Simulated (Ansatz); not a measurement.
System: S vacancy in zinc-blende ZnS (charge state +2). Method: PBE, PAW (plane waves to 420 eV; Ansatz, a first-principles code).

Settings: 64 host sites, the relaxed PBE lattice, the Γ point alone, smearing 0.01 eV, spin-restricted, no image-charge correction. No zero-point or tunnelling terms. The charge state is imposed; whether it is stable for some Fermi level was not computed. Forms of the defect that were not tried may lie lower.

Barriers: single points on a 2×2×2 k-point mesh shifted by half a step at the bands' geometries (they differ from the bands' own by up to 0.17 eV, and are uncertain by about as much).

The step: one S atom jumps into the vacancy from a nearby S site. Atoms about the jump, Cartesian Å from the middle of the jump, before and after:

```
atom     x0    y0     z0     x1     y1     z1
----  -----  ----  -----  -----  -----  -----
S1     0.00  1.38   1.38   0.00  -1.38  -1.38
Zn2    1.71  0.33   0.33   1.71  -0.33  -0.33
Zn3   -1.67  0.33  -3.05  -1.33   0.00  -2.76
Zn4   -1.33  2.76   0.00  -1.67   3.05  -0.33
S5    -2.71  1.38  -1.34  -2.71   1.34  -1.38
```

### Question
Give the saddle-point geometry and the barrier.

### Answer

```
atom      x     y      z
----  -----  ----  -----
S1    -0.45  0.19  -0.17
Zn2    1.75  0.05  -0.04
Zn3   -1.38  0.22  -2.49
Zn4   -1.38  2.51  -0.22
S5    -3.05  1.46  -1.46
```
It lies 1.65 eV above the start and 1.65 eV above the end. The program found a first-order saddle point. Symmetry-equivalent saddle points exist between the same ends.
